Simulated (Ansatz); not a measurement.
Consider MgO in the rock salt structure (space group Fm-3m, No. 225; a = 4.2044 Å).

All numbers come from DFT with r2SCAN, PAW potentials and a 500 eV plane-wave cutoff in Ansatz (a first-principles code), spin-orbit coupling left out.

Before the change:

The volume per atom comes out as 9.29 Å³.

Modification: a hydrostatic pressure of 4.5 GPa.

Problem. Predict the new volume per atom.

Solution. The volume per atom drops by 0.235 Å³ (9.29 Å³ → 9.06 Å³).

Load acts through the strain it causes; cell and atoms are relaxed under it. Whether these cells are dynamically stable was not tested.
